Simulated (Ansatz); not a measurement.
Consider TiS2 in the CdI2 type structure (space group P-3m1, No. 164; layered, stacked along the Cartesian z axis; relaxed with 0.1 eV smearing).

```
TiS2
1.0
    3.35942     0.00000     0.00000
   -1.67971     2.90935     0.00000
    0.00000     0.00000     5.52001
Ti S
1 2
Direct
  0.00000   0.00000   0.00000
  0.33333   0.66667   0.25887
  0.66667   0.33333   0.74113
```

Cartesian axes are those of the cell as printed.

The values are results of PBE-D3(BJ) (Ansatz, a program for electronic structure, PAW, scalar-relativistic without spin-orbit coupling), not measurements.

Perturbation: every lattice vector is shortened by 2.63 %, atoms relaxed at fixed cell.

Predict the stress tensor and what it implies for the stiffness.

Stress of the strained cell less that of the base (GPa, compression positive):
```
    5.7     0.0     0.0
    0.0     5.7     0.0
    0.0     0.0     3.1
```

Then B = −ΔP/(ΔV/V₀) with ΔV/V₀ = -0.0768 gives secant stiffness values (nonlinear terms included at this strain): B (at held cell shape, above the free-shape value) ≈ 63 GPa.

As a check, the harmonic strain energy −½ V₀ Δσ:ε is 21 meV/atom; the computed energy rise is 19 meV/atom.

Stability against distortions was not tested. The final runs are not spin-polarised.
